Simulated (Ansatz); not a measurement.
The reference is Mg2Ge in the anti-fluorite structure (space group Fm-3m, No. 225; a = 6.3644 Å). Axes: x, y, z lie along the cube axes.

The values are results of PBEsol (Ansatz, an electronic-structure program), no spin-orbit coupling, not measurements.

For the base:

| Item | Value |
|---|---|
| Electron mass | 0.55 mₑ along k, 0.18 mₑ across (at X) |
| Valence-band top at Γ | 0.00, 0.00, 0.00 eV |

It is then changed as follows: uniaxial strain ε_zz = +1.00 %, all other strain components held at zero, atoms relaxed at fixed cell.

Q: What does the calculation give for the electron mass and valence-band top at Γ after the change?

A: The electron mass goes from 0.55 mₑ along k, 0.18 mₑ across (at X) to 0.54 mₑ along k, 0.18 mₑ across (at X); the valence-band top at Γ (three highest levels, from the VBM) becomes 0.00, 0.00, -0.05 eV (base: 0.00, 0.00, 0.00 eV).

The levels and masses belong to the bands next to the band gap. Effective masses come from finite differences of ±0.01 Å⁻¹. Along k means along the line from Γ to the band edge. Whether these cells are dynamically stable was not tested.
